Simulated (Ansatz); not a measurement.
Structures of equal composition on the (111) surface of fcc Pd: a layer of Pt in place of the second plane; a layer of Pt in place of the third plane. The slabs share one bottom face, and each structure is named by its start. These are constructed structures in small cells; real faces may alloy, dewet or reconstruct in larger ones, and not all known structures of the face are among them. Slabs of about 11 Å with all that they carry, Fermi-Dirac smearing of 0.1 eV. Bottom of the slabs: a bare face, its two planes held. Relaxed from the named starts with such symmetry as they have, on meshes of like density; energies extrapolated to zero smearing; no spin-orbit coupling, no U. Spin-polarised runs, if any, are marked in brackets, and their order is one that fits the cell; the others ran without spin.

The numbers are results of PBE (plane waves to 420 eV, PAW; Ansatz, a program for electronic structure), not measurements.

Problem. Put the candidates in order of energy per 1x1 cell, lowest first, for PBE.

Solution. a layer of Pt in place of the third plane (0.000 eV), a layer of Pt in place of the second plane (0.036 eV)
